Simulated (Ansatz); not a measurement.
Abridged Ansatz (a program for electronic structure) output:

```
Relaxation: its limit of steps is 50 (relax.max_steps)
Pseudopotential: W, paw, valence charge 14
Pseudopotential: C, paw, valence charge 4
Crystal: 2 atoms, lattice volume = 20.415 Å³
Basis set: ecut = 500 eV, 531 PW (Γ), exchange–correlation on 96×96×96 points (64 copies of the dense FFT grid, shifted against one another)
Bands: 13, of which v1, the nominal top of the filled ones, is band 9 counted from 1 (8 counted from 0)
Symmetry: 4 space group operations
k-points: 1584 of 10580 (time reversal used)
Functional: x = r2scan, c = r2scan; τ floored in thin density (d = 2e-4 eV/Å³)
SCF iter   1: F=—  HF=-10649.228916 eV  |F-HF|=—  |Δ(HF+E_count)|=         —  Δρ=1.09e-2  dr2=1.04e-2  dr2_τ=1.93e-1  ethr=1.77e-3  ⟨swp⟩=5.7  Hψ=112812  notcnv=0
SCF iter   2: F=—  HF=-10649.303383 eV  |F-HF|=—  |Δ(HF+E_count)|=   7.45e-2  Δρ=6.66e-3  dr2=3.21e-3  dr2_τ=6.33e-4  ethr=5.77e-5  ⟨swp⟩=2.0  Hψ=47520  notcnv=0
SCF 1 converged in 8 iterations: F = -10649.306981 eV  dr2 = 1.97e-11
relax step   1: F+E_penalty+E_count = -10649.30698079 eV  Δ(F+E_penalty+E_count) = +0.000e0 eV  max|allowed force component| = 1.038e-1 eV/Å  Δτ_max = 0.0000 Å  (8 SCF iters, accepted)
Crystal: 2 atoms, lattice volume = 20.415 Å³
SCF iter   1: F=—  HF=-10649.307044 eV  |F-HF|=—  |Δ(HF+E_count)|=         —  Δρ=5.78e-4  dr2=6.23e-5  dr2_τ=9.26e-4  ethr=3.47e-7  ⟨swp⟩=1.2  Hψ=79744  notcnv=0
SCF iter   2: F=—  HF=-10649.307294 eV  |F-HF|=—  |Δ(HF+E_count)|=   2.50e-4  Δρ=2.24e-4  dr2=5.82e-6  dr2_τ=2.74e-7  ethr=3.46e-7  ⟨swp⟩=2.0  Hψ=32393  notcnv=0
SCF 2 converged in 7 iterations: F = -10649.307294 eV  dr2 = 1.01e-11
relax step   2: F+E_penalty+E_count = -10649.30729441 eV  Δ(F+E_penalty+E_count) = -3.136e-4 eV  max|allowed force component| = 1.920e-2 eV/Å  Δτ_max = 0.0025 Å  (7 SCF iters, accepted)
Crystal: 2 atoms, lattice volume = 20.415 Å³
SCF iter   1: F=—  HF=-10649.307293 eV  |F-HF|=—  |Δ(HF+E_count)|=         —  Δρ=1.31e-4  dr2=3.21e-6  dr2_τ=4.75e-5  ethr=1.77e-7  ⟨swp⟩=2.0  Hψ=53682  notcnv=0
SCF iter   2: F=—  HF=-10649.307305 eV  |F-HF|=—  |Δ(HF+E_count)|=   1.26e-5  Δρ=5.07e-5  dr2=2.99e-7  dr2_τ=1.41e-8  ethr=1.78e-8  ⟨swp⟩=2.2  Hψ=44654  notcnv=0
SCF 3 converged in 6 iterations: F = -10649.307305 eV  dr2 = 1.51e-11
relax step   3: F+E_penalty+E_count = -10649.30730549 eV  Δ(F+E_penalty+E_count) = -1.107e-5 eV  max|allowed force component| = 1.335e-5 eV/Å  Δτ_max = 0.0006 Å  (6 SCF iters, accepted)
Crystal: 2 atoms, lattice volume = 20.415 Å³
SCF iter   1: F=—  HF=-10649.307305 eV  |F-HF|=—  |Δ(HF+E_count)|=         —  Δρ=4.26e-7  dr2=1.51e-11  dr2_τ=1.81e-12  ethr=1.00e-12  ⟨swp⟩=2.1  Hψ=122945  notcnv=0
SCF iter   2: F=-10649.307305 eV  HF=-10649.307305 eV  |F-HF|=0.00e0  |Δ(HF+E_count)|=  3.64e-12  Δρ=2.34e-7  dr2=4.05e-12  dr2_τ=8.84e-13  ethr=1.00e-12  ⟨swp⟩=3.9  Hψ=58479  notcnv=0
SCF 4 converged in 2 iterations: F = -10649.307305 eV  dr2 = 4.05e-12
SCF converged after 2 iterations
Free energy (F): -10649.307305 eV
Internal energy: -10649.298726 eV  (E = F + TS)
E sigma→0 (E₀):  -10649.303016 eV
Entropy (-TS):   -0.008579 eV (-4.290 meV/atom)
Fermi energy:    20.881704 eV
--- Forces (eV/Å), atoms counted from 1 ---
  atom   1  W      0.00000000    -0.00001389     0.00000000
  atom   2  C      0.00000000     0.00000937     0.00000000
--- Stress (GPa, compression-positive) ---
       15.868762       0.000000       0.000000
        0.000000       4.939095       0.000000
        0.000000       0.000000       3.643070
  P = ⅓ Tr σ = 8.1503 GPa (81.503 kbar)
--- Relaxed structure (3 steps of the walk, 3 accepted, 0 SCFs on fresh bases) ---
  atoms:
    - { symbol: W, position: [0.0006194645950770561, 0.0012389291901540845, 0.0] }
    - { symbol: C, position: [0.3327138687549229, 0.6654277375098459, 0.5] }
```

What was computed, and what are the main results?

WC, 2 atoms in the cell, with plane-wave PAW DFT at the r2SCAN level (Ansatz, 500 eV), without spin-orbit coupling. The last SCF converged to F = -10649.307305 eV, or -5324.6537 eV per atom, at a pressure of 8.15 GPa. The total energy compares only with runs of the same code, potentials and settings.

The cells carry an imposed strain or load. No phonon test of stability was made. The final runs are not spin-polarised. The cell was made from WC (space group P-6m2, No. 187) by this change: uniaxial strain ε_xx = −2.00 %.

Keys are those of Ansatz 0.2.
